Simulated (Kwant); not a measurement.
Model: Hückel tight-binding model, one pz orbital an atom, one spin, coherent transport at 0 K (Kwant). Conductance is in e²/h.

System: π system c1ccc2c(c1)ccc1ccccc12 between two chain leads. The π system is taken as planar. Atoms are numbered from 0 in the order of the SMILES. Site energies (eV, carbon 0): [0.0, 0.0, 0.0, 0.0, 0.0, 0.0, 0.0, 0.0, 0.0, 0.0, 0.0, 0.0, 0.0, 0.0]. Bonds (i, j, β in eV): (0,1,-2.4) (1,2,-2.4) (2,3,-2.4) (3,4,-2.4) (4,5,-2.4) (4,6,-2.4) (6,7,-2.4) (7,8,-2.4) (8,9,-2.4) (9,10,-2.4) (10,11,-2.4) (11,12,-2.4) (12,13,-2.4) (5,0,-2.4) (13,8,-2.4) (13,3,-2.4). Leads: chains of hopping −3.6 eV, joined by −0.48 eV to atoms 2 and 6.

Site energies and bond integrals are typed Hückel values.

Sweep values stay those of the base run.

One input was changed, with this effect: transmission at E = 0 0.00011 → 0.00046.

**Question.** Which change was it?
A) contacts moved from atoms [2, 6] to [1, 12]
B) contacts moved from atoms [2, 6] to [5, 6]
C) contacts moved from atoms [2, 6] to [0, 1]
D) contacts moved from atoms [2, 6] to [2, 5]
E) contacts moved from atoms [2, 6] to [1, 5]
F) contacts moved from atoms [2, 6] to [0, 6]

**Answer.** C, contacts moved from atoms [2, 6] to [0, 1]
